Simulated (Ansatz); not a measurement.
Defect: interstitial La in monoclinic HfO2, charge state +3. Computed with PBE, PAW (plane waves to 420 eV; Ansatz, an electronic-structure program).

96-site cell at the relaxed PBE lattice, the Γ point alone, smearing 0.01 eV, spin-restricted, no finite-size correction. Energies are static. Spin-orbit coupling is left out. The charge state is imposed; whether it is stable for some Fermi level was not computed. Sites that were not tried may lie lower.

Barriers: single points on a 2×2×2 k-point mesh shifted by half a step at the bands' geometries.

Relaxed starting cell (atoms counted from 1):

```xyz
97
Lattice="10.3230 0.0000 0.0000 0.0000 10.4240 0.0000 -1.7966 0.0000 10.5531" Properties=species:S:1:pos:R:3 pbc="T T T"
Hf     0.7555     2.3598     3.7415
Hf    -0.1169     2.3814     9.0298
Hf     0.6994     7.6275     3.7938
Hf    -0.1284     7.6410     9.0413
Hf     5.9342     2.3621     3.7606
Hf     5.0623     2.3923     8.9879
Hf     6.0401     7.7046     3.7524
Hf     5.0707     7.6168     8.9759
Hf     3.4106     2.5871     1.5333
Hf     2.5483     2.7509     6.8934
Hf     3.4655     8.2424     1.5102
Hf     2.5775     8.0484     6.8753
Hf     8.6399     2.8166     1.5527
Hf     7.7301     2.8022     6.8019
Hf     8.6327     8.0917     1.5465
Hf     7.7264     8.0758     6.8168
Hf     2.7010     4.9656     4.5902
Hf     2.1523     4.9615     9.4538
Hf     3.0249    10.1815     4.2198
Hf     2.1551    10.2179     9.4277
Hf     8.1808     5.0014     4.1696
Hf     7.3828     4.9983     9.3623
Hf     8.1816    10.2523     4.1886
Hf     7.2713    10.2191     9.4411
Hf     1.1713     0.2079     1.0911
Hf     0.3277     0.2166     6.3813
Hf     1.1406     5.4412     1.1600
Hf     0.2032     5.4355     6.5253
Hf     6.4358     0.2509     1.0804
Hf     5.4855     0.2224     6.3798
Hf     6.7487     5.4435     0.9001
Hf     5.5371     5.4469     6.3676
O     -0.4104     0.8828     4.4722
O     -1.3321     0.8969     9.7538
O     -0.4090     6.0852     4.5342
O     -1.2040     6.0678     9.7673
O      4.7530     0.8549     4.4827
O      3.8580     0.9147     9.7378
O      4.7417     6.1381     4.4787
O      3.9275     6.0897     9.7412
O      4.8808     4.1568     0.6707
O      3.7509     4.3029     6.1447
O      4.6737     9.6177     0.7835
O      3.7775     9.5131     6.0914
O      9.8036     4.3562     0.8102
O      8.8584     4.3598     6.1167
O      9.8093     9.5654     0.8030
O      8.9417     9.5449     6.0773
O      4.1688     3.4013     3.5246
O      3.3514     3.5012     8.6878
O      4.2475     8.7064     3.4179
O      3.3413     8.7084     8.7327
O      9.3742     3.4947     3.4556
O      8.5224     3.4886     8.7100
O      9.3603     8.7440     3.4392
O      8.4738     8.7220     8.7310
O      0.0420     1.7427     1.8377
O     -0.8441     1.7277     7.1130
O      0.0275     6.9792     1.8460
O     -0.8940     6.9711     7.1634
O      5.1828     1.6830     1.8535
O      4.2897     1.7013     7.1184
O      5.4054     7.1025     1.7170
O      4.2944     6.9135     7.1117
O      1.2810     3.7819     5.3068
O      0.6104     3.8266    10.5201
O      1.4455     9.0439     5.1840
O      0.5377     9.0796    10.4441
O      6.5801     3.8844     5.1219
O      5.7997     3.9009    10.3601
O      6.6059     9.1201     5.1709
O      5.6843     9.1018    10.4401
O      2.8003     1.2631     0.1013
O      1.9316     1.3105     5.3905
O      2.9372     6.4894     0.3618
O      1.8430     6.5045     5.5795
O      7.9856     1.3743     0.1137
O      7.0809     1.3483     5.3906
O      8.1492     6.6162     0.0272
O      7.0916     6.5899     5.3634
O      2.3578     1.2479     2.7494
O      1.4812     1.2768     8.0481
O      2.2580     6.4930     2.9465
O      1.4410     6.5018     8.1607
O      7.5444     1.3050     2.7477
O      6.6383     1.2697     8.0236
O      7.6029     6.4984     2.7176
O      6.6630     6.4739     7.9831
O      1.9017     3.9669     2.5991
O      0.9778     3.9585     7.8757
O      1.8796     9.1834     2.5263
O      0.9891     9.1791     7.8177
O      7.0242     3.9993     2.4778
O      6.1777     3.9486     7.7607
O      7.0536     9.2132     2.5430
O      6.1436     9.1627     7.7925
La     4.1959     5.3719     2.3592
```
Cell charge +3.

End state 1 differs by these moves (Å; atoms that move under 0.08 Å are left out):

| atom | element | Δx | Δy | Δz |
|---|---|---|---|---|
| 3 | Hf | 0.08 | 0.00 | -0.06 |
| 5 | Hf | 0.02 | -0.16 | 0.02 |
| 7 | Hf | -0.03 | 0.15 | 0.01 |
| 9 | Hf | -0.03 | 0.15 | 0.01 |
| 11 | Hf | 0.02 | -0.16 | 0.02 |
| 13 | Hf | 0.08 | 0.00 | -0.06 |
| 17 | Hf | -0.03 | 0.03 | -0.20 |
| 21 | Hf | 0.10 | 0.00 | -0.04 |
| 27 | Hf | 0.10 | 0.00 | -0.04 |
| 31 | Hf | -0.03 | 0.03 | -0.20 |
| 39 | O | -0.20 | 0.15 | 0.14 |
| 40 | O | -0.05 | 0.05 | -0.04 |
| 41 | O | -0.20 | 0.15 | 0.14 |
| 42 | O | -0.05 | 0.05 | -0.04 |
| 49 | O | -0.15 | -0.06 | 0.05 |
| 63 | O | -0.15 | -0.06 | 0.05 |
| 66 | O | -0.07 | 0.02 | -0.04 |
| 69 | O | -0.09 | 0.07 | -0.19 |
| 70 | O | -0.02 | 0.03 | -0.10 |
| 75 | O | -0.09 | 0.07 | -0.19 |
| 76 | O | -0.02 | 0.03 | -0.10 |
| 80 | O | -0.07 | 0.02 | -0.04 |
| 83 | O | 0.14 | -0.05 | -0.13 |
| 87 | O | -0.08 | -0.02 | -0.03 |
| 89 | O | -0.08 | -0.02 | -0.03 |
| 93 | O | 0.14 | -0.05 | -0.13 |
| 97 | La | 1.03 | -0.30 | 0.57 |

What forward and backward barriers to end state 1 does PBE, PAW give?

forward 0.43 eV, backward 0.43 eV; at the saddle point atom 97 has neighbours 2 Hf at 2.79; 4 O at 2.23, 2 O at 2.60 Å. The check of the saddle point's order was inconclusive, and it lies on a symmetry element of the cell, where a band can be held.

End state 2 differs by these moves (Å; atoms that move under 0.15 Å are left out):

```
atom  element     Δx     Δy     Δz
----  -------  -----  -----  -----
4          Hf  -0.11  -0.03   0.12
7          Hf   0.26  -0.10  -0.22
9          Hf   0.10   0.24  -0.02
11         Hf   0.04  -0.16   0.02
12         Hf  -0.32   0.03   0.35
15         Hf   0.10  -0.04  -0.10
17         Hf   0.32  -0.16  -0.45
19         Hf  -0.06   0.28  -0.05
31         Hf  -0.33  -0.01   0.16
39          O   0.22  -0.19  -0.13
41          O  -0.19   0.18   0.14
44          O  -0.05   0.13   0.07
51          O   0.19   0.18  -0.11
63          O  -0.13  -0.15   0.11
65          O   0.15   0.08  -0.15
75          O  -0.14   0.06  -0.12
83          O   0.23   0.06   0.05
92          O  -0.15   0.09   0.12
95          O   0.10  -0.07  -0.10
97         La  -0.44   2.30   2.63
```

What forward and backward barriers to end state 2 does PBE, PAW give?

forward 3.72 eV, backward 3.72 eV; at the saddle point atom 97 has neighbours O at 2.05, O at 2.17, O at 2.22, O at 2.29 Å. The check of the saddle point's order was inconclusive.
